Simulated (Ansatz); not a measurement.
## InSb, thickness series

Base system: InSb in the zinc blende structure (space group F-43m, No. 216).

```
CELL_PARAMETERS angstrom
      0.00000     3.25989     3.25989
      3.25989     0.00000     3.25989
      3.25989     3.25989     0.00000
ATOMIC_POSITIONS crystal
  Sb 0.75000 0.75000 0.75000
  In 0.00000 0.00000 0.00000
```

Cartesian axes are those of the cell as printed.

Free-standing slabs (2 atom(s) a layer) normal to [110] with 15 Å of vacuum; in-plane cell held at bulk.

Calculations: PBEsol in Ansatz (plane waves to 420 eV, PAW, scalar-relativistic without spin-orbit coupling), earlier PAW set.

Candidates:
(a) 6 layers
(b) 3 layers
(c) 7 layers
(d) 5 layers
(e) 4 layers

Base values:

| Property | Result |
|---|---|
| Band gap | zero |

Order them by band gap, highest first.

(e) 4 layers (0.72 eV), (d) 5 layers (0.56 eV), (a) 6 layers (0.51 eV), (c) 7 layers (0.42 eV), (b) 3 layers (0.13 eV)

With Sb present, leaving out spin-orbit coupling can change the band edges. Whether these cells are dynamically stable was not tested. The final runs are not spin-polarised. A zero or small gap of InSb can be the functional's error rather than a property of the material.

Ansatz is a quantum-chemistry and plane-wave program.
